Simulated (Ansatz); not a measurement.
System: O vacancy in polar orthorhombic ZrO2 with all lengths changed by +1 % (charge state +2). Level of theory: PBE, PAW (plane waves to 420 eV; Ansatz, a quantum-chemistry and plane-wave program).

96-site cell at the strained lattice (strain from the relaxed PBE one, atoms relaxed), the Γ point alone, smearing 0.01 eV, spin-restricted, no finite-size correction. Energies are static. The host's phase is taken as given; its stability against other phases was not computed. The charge state is imposed; whether it is stable for some Fermi level was not computed. Forms of the defect that were not tried may lie lower.

Barriers: single points on a 2×2×2 k-point mesh shifted by half a step at the bands' geometries.

The step: one O atom jumps into the vacancy from a nearby O site; the atom moves 2.13 Å along (0.12, 0.38, 0.11) of the unit cell; from a vacant O site with 3 nearest neighbours to a vacant O site with 4 nearest neighbours; the moving atom starts with neighbours O at 2.64, O at 2.65, O at 2.66; Zr at 2.10, Zr at 2.23, Zr at 2.27, Zr at 2.59 Å and ends with O at 2.71; Zr at 2.12, Zr at 2.18, Zr at 2.25 Å.

Give the migration barrier of this step at the level PBE, PAW.

0.44 eV forward and 0.25 eV backward. At the saddle the moving atom has neighbours 2 Zr at 2.00 Å. The saddle point's order was not checked.
